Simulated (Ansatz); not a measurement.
Data:

```
CELL_PARAMETERS angstrom
      0.00000     3.16903     3.34507
      3.16903     0.00000     3.34507
      3.16903     3.16903     0.00000
ATOMIC_POSITIONS crystal
  Cd 0.00000 0.00000 0.00000
  Te 0.25000 0.25000 0.25000
```

The numbers are results of PBEsol with spin-orbit coupling, rigid bands (plane waves, PAW; Ansatz, a first-principles code), not measurements. Condition of this run: biaxial stress xx = yy = 1 GPa (compression positive) (the target of the relaxation). Cell: cell and atoms relaxed with PBEsol, then loaded as said.

Problem. What conductivity effective mass do dilute holes have at 300 K?

Solution. 0.28 (x), 0.28 (y), 0.53 (z) mₑ.

Problem. And the band gap?

Solution. 0.35 eV at this level; semilocal functionals usually fall short of the measured gap.

Rigid bands, one relaxation time for all states, no polarons.
